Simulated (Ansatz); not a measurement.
# Sr, response to strain

Take Sr in the fcc (Cu type) structure (space group Fm-3m, No. 225; relaxed with 0.1 eV smearing) as the base.

```cif
data_Sr
_chemical_formula_sum 'Sr1'
_space_group_name_H-M_alt 'P 1'
_space_group_IT_number 1
_cell_length_a 4.31674
_cell_length_b 4.31674
_cell_length_c 4.31674
_cell_angle_alpha 60.000
_cell_angle_beta 60.000
_cell_angle_gamma 60.000
loop_
_space_group_symop_operation_xyz
  'x, y, z'
loop_
_atom_site_label
_atom_site_type_symbol
_atom_site_fract_x
_atom_site_fract_y
_atom_site_fract_z
_atom_site_occupancy
Sr1 Sr 0.00000 0.00000 0.00000 1
```

Strains are applied to the cell and any free atomic positions relax.

The values are results of Ansatz (an electronic-structure program), r2SCAN, PAW, cutoff 500 eV, spin-orbit coupling left out, earlier PAW set, not measurements.

Candidates:
(a) isotropic strain −4.41 %
(b) isotropic strain +3.93 %
(c) isotropic strain −4.65 %
(d) isotropic strain +1.14 %
(e) isotropic strain +0.65 %

Notes on the quantities. energy relative to the base: free energy F.

Problem. Order them by energy relative to the base, lowest first.

Solution. (e) isotropic strain +0.65 % (+0.8 meV/atom), (d) isotropic strain +1.14 % (+2.4 meV/atom), (b) isotropic strain +3.93 % (+27 meV/atom), (a) isotropic strain −4.41 % (+41 meV/atom), (c) isotropic strain −4.65 % (+45 meV/atom)

Stability against distortions was not tested.
